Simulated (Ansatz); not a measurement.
## hcp Y (1 1 0) on rutile TiO2 (1 1 0) (film strained to the substrate, started from cuts of the bulks and a machine-learned relaxation; slabs Ti16O28 and Y10, which can lie off the formulas)

A periodic stack without vacuum, hcp Y (1 1 0) on rutile TiO2 (1 1 0) (film strained to the substrate, started from cuts of the bulks and a machine-learned relaxation; slabs Ti16O28 and Y10, which can lie off the formulas): substrate slab Ti16O28, film Y10, surface cells [[0, 1], [-2, 0]] and [[0, 1], [-1, 0]], film strained by +3.7 and +4.4 %, outermost planes OTi/OTi and Y/Y as cut, which need not be the usual terminations and can put a slab off its formula.

The start was prepared with a machine-learned potential, and the result is one local minimum, with the in-plane cell held and forces under 0.04 eV/Å; the film can end far from its bulk form.

Calculation: PBE (plane waves to 420 eV, PAW; Ansatz, a quantum-chemistry and plane-wave program). Scalar-relativistic, without spin–orbit coupling; the runs are not spin-polarised; PBE gaps are too small against experiment. Its k-point mesh 4×5×1, Fermi–Dirac width 0.05 eV.

- interface area: 38.9 Å²
- period: 19.99 Å
- heights between the nearest atoms of the two slabs at the two interfaces: 0.63 and 0.63 Å
- Ti–Y contacts across the interfaces within 1.22 times the sum of covalent radii: 28, mean 3.43 Å
- O–Y contacts across the interfaces within 1.22 times the sum of covalent radii: 16, mean 2.38 Å

```xyz
54
Lattice="6.5656 0.0008 -0.1332 -0.0003 5.9278 0.0323 -2.0823 -0.1064 20.0355" Properties=species:S:1:pos:R:3 pbc="T T T"
Ti     1.1447     3.1867     2.0866
Ti     2.6406     0.2175     0.7936
Ti     5.6390     1.5674     0.6624
Ti     5.7051     4.6423     0.3130
O      3.8210     1.5665     0.0163
O      3.8322     4.8695    -0.1142
O      1.1875     1.6746     0.5512
O      1.1958     4.7101     0.4621
Ti    -0.6013     3.1465     4.0066
Ti    -0.3873     0.1660     3.9195
Ti     2.8698     1.6612     3.9830
Ti     2.8907     4.6263     4.0169
O      5.7276     3.2093     1.6862
O      5.7205     0.0642     1.7039
O      0.8421     1.7318     3.5295
O      0.8543     4.5658     3.5758
O      4.8093     1.5890     3.9234
O      4.8096     4.6943     4.0199
O      2.9706     3.1647     2.6610
O      2.8349     0.1742     2.6259
Ti     2.9882     3.1120     7.2431
Ti     3.2025     0.1655     7.1553
Ti    -0.2901     1.6449     7.1599
Ti    -0.2689     4.6073     7.1963
O      2.7250     3.1329     5.3170
O      2.7536     0.1785     5.2837
O      4.3568     1.7141     7.0256
O      4.3573     4.5357     7.1215
O      1.7465     1.5797     7.6012
O      1.7590     4.6736     7.6499
O     -0.1527     3.1397     5.8784
O     -0.1238     0.1656     5.8452
Ti    -0.0387     3.1301    10.3683
Ti     1.4564     0.1852     9.0757
Ti     3.4613     1.6212    10.7328
Ti     3.5288     4.4781    10.3806
O     -0.2342     3.1055     8.5360
O     -0.3693     0.1691     8.5012
O      1.4050     1.6911    10.7169
O      1.4135     4.5843    10.6266
O      5.3342     1.8451    11.1617
O      5.3460     4.4712    11.0265
O      3.4452     2.9859     9.3236
O      3.4387     0.2038     9.3435
Y      0.1451     0.1876    11.8875
Y      1.9360     3.2908    12.6616
Y      3.0535     0.3168    14.4802
Y     -1.5457     3.2327    13.2117
Y     -0.3144     0.2938    15.4289
Y      0.8342     3.2566    15.7703
Y      2.0648     0.2440    17.9873
Y     -2.5342     3.2690    16.7192
Y     -1.4161     0.2954    18.5371
Y      0.3738     3.1128    19.3101
```
